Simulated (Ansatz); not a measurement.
Output of an Ansatz run (abridged):

```
WARN ansatz: RAYON_NUM_THREADS=1 ignored (pool sized by the plan → 1); use --threads N
Pseudopotentials: kind: paw
Pseudopotential: Ta, paw, valence charge 13
Crystal: 1 atoms, lattice volume = 18.239 Å³
Basis set: ecut = 420 eV, 369 PW (Γ), exchange–correlation on 40×40×40 points (8 copies of the dense FFT grid, shifted against one another)
Bands: 11, of which v1, the nominal top of the filled ones, is band 7 counted from 1 (6 counted from 0)
Symmetry: 48 space group operations
Space group: Im-3m (ITA 229), of the structure as read, at distance tolerance 2.6e-5 Å
k-points: 104 of 2744
Initial density: superposition of atomic densities (neutral atoms: chi_scale 0, normalization atom), corrected by the library's trained network
Initial wavefunctions: pseudopotential atomic-orbital guess
Eigensolver: davidson
Functional: x = pbe(κ = 0.804, μ = 0.2195149727645171), c = pbe(β = 0.06672455060314922)
SCF iter   1: F=—  HF=-9932.259860 eV  |F-HF|=—  |Δ(HF+E_count)|=         —  Δρ=2.12e-3  dr2=2.34e-4  ethr=1.77e-3  ⟨swp⟩=5.1  Hψ=6398  notcnv=0
all-band conjugate gradients solve this SCF's bands
preconditioner: auto → none
SCF iter   2: F=—  HF=-9932.259745 eV  |F-HF|=—  |Δ(HF+E_count)|=   1.15e-4  Δρ=1.04e-3  dr2=6.12e-5  ethr=1.80e-6  ⟨swp⟩=2.2  Hψ=2498  notcnv=0
SCF iter   3: F=—  HF=-9932.259819 eV  |F-HF|=—  |Δ(HF+E_count)|=   7.41e-5  Δρ=1.62e-4  dr2=1.36e-6  ethr=4.71e-7  ⟨swp⟩=2.1  Hψ=1401  notcnv=0
SCF iter   4: F=—  HF=-9932.259819 eV  |F-HF|=—  |Δ(HF+E_count)|=   3.73e-7  Δρ=5.64e-5  dr2=1.61e-7  ethr=1.05e-8  ⟨swp⟩=2.8  Hψ=1613  notcnv=0
iter 5 did not close the SCF: its close was put off for the readings that it lacked (scf_convergence_deferred on its scf_iter line)
SCF iter   5: F=-9932.259819 eV  HF=-9932.259819 eV  |F-HF|=7.79e-9  |Δ(HF+E_count)|=   5.34e-8  Δρ=1.79e-5  dr2=1.61e-8  ethr=1.24e-9  ⟨swp⟩=1.0  Hψ=1117  notcnv=0
SCF iter   6: F=-9932.259819 eV  HF=-9932.259819 eV  |F-HF|=2.36e-11  |Δ(HF+E_count)|=   5.85e-9  Δρ=5.35e-7  dr2=3.06e-11  ethr=1.24e-10  ⟨swp⟩=3.2  Hψ=4031  notcnv=0
SCF 1 converged in 6 iterations: F = -9932.259819 eV  dr2 = 3.06e-11
SCF converged after 6 iterations
Free energy (F): -9932.259819 eV
Harris-Foulkes:  -9932.259819 eV  (|F-HF|=2.36e-11)
Internal energy: -9932.255299 eV  (E = F + TS)
E sigma→0 (E₀):  -9932.257559 eV
Entropy (-TS):   -0.004520 eV (-4.520 meV/atom)
Fermi energy:    18.374463 eV
--- Per-component energies (eV) ---
  E_band       = -106.899001
  E_kinetic    = 365.704803
  E_local      = -554.633496  (includes V_loc(G=0)·N_el)
  E_nonlocal   = 14.750937
  E_hartree    = 192.089653
  E_xc         = -218.377571
  E_vxc        = -203.939145  (∫ρ·V_xc dr)
  E_paw        = -8396.614047  (= ΣΔE_a)
  E_vpaw       = -112.961404  (= ΣTr[D̂ρ^β])
  E_aug_tail   = 0.000131  (compensation charges beyond the density's cutoff)
  E_ewald      = -1335.175710
  E_smearing   = -0.004520  (= −TS)
  E_closure    = 0.000000  (closes the sum)
  Σ components = -9932.259819   (vs F -9932.259819, Δ=0.00e0)
--- Forces (eV/Å), atoms counted from 1 ---
  atom   1  Ta    -0.00000000    -0.00000000     0.00000000
  max |Σ_I F_I| component: 9.37e-33 eV/Å
--- Stress (GPa, compression-positive) ---
        0.424791      -0.000000      -0.000000
       -0.000000       0.424791       0.000000
       -0.000000       0.000000       0.424791
  P = ⅓ Tr σ = 0.4248 GPa (4.248 kbar)
  The stress holds the Pulay correction. Without it, at fixed plane waves, as pw.x and ABINIT print it: P = 0.3694 GPa
--- Band table (eV; the first three rows and the last of 104) ---
  k-point 0: bands = ["-48.7311", "-14.6964", "-14.6964", "-14.6964", "10.5249", "19.1103", "19.1103", "19.1103", "22.3409", "22.3409", "32.9462"]
  k-point 1: bands = ["-48.7257", "-14.7569", "-14.7152", "-14.6967", "10.7478", "18.9655", "19.0663", "19.3302", "22.1111", "22.3417", "33.1442"]
  k-point 2: bands = ["-48.7106", "-14.9236", "-14.7673", "-14.6976", "11.3788", "18.5865", "18.8613", "19.9786", "21.7391", "22.3636", "33.5664"]
  k-point 103: bands = ["-48.5397", "-15.4851", "-15.4851", "-15.4851", "14.6454", "14.6454", "25.1151", "25.1151", "25.1151", "26.8724", "26.8724"]
```

The structure:

```xyz
1
Lattice="-1.6583 1.6583 1.6583 1.6583 -1.6583 1.6583 1.6583 1.6583 -1.6583" Properties=species:S:1:pos:R:3 pbc="T T T"
Ta     0.0000     0.0000     0.0000
```

Task: Write an input that gives this output.

Result: Other spellings and defaults could give the same log, and not every line can be read from it. The input that was run (DFT, PBE, plane waves, default PAW files):

Ansatz 0.2 input:
```yaml
crystal:
  lattice:
    - [-1.658250, 1.658250, 1.658250]
    - [1.658250, -1.658250, 1.658250]
    - [1.658250, 1.658250, -1.658250]
  atoms:
    - { symbol: Ta, position: [0.000000, 0.000000, 0.000000] }
basis:
  ecutwfc: 420.0
kpoints:
  mp_grid:
    grid: [14, 14, 14]
hamiltonian:
  xc: pbe
  pseudopotentials:
    kind: paw
scf:
  occupations:
    method: gaussian
    width: 0.1
output:
  forces: true
  eigenvalues: true
  stress: true
```

The starting cell has typed, rounded lattice constants, without a prior relaxation at this level. Its lattice was rescaled by up to half a per cent. Spin-orbit coupling is off. Spin polarisation is off. Ansatz's pressure includes its estimate of the finite-basis (Pulay) stress.

Ansatz is an electronic-structure program.
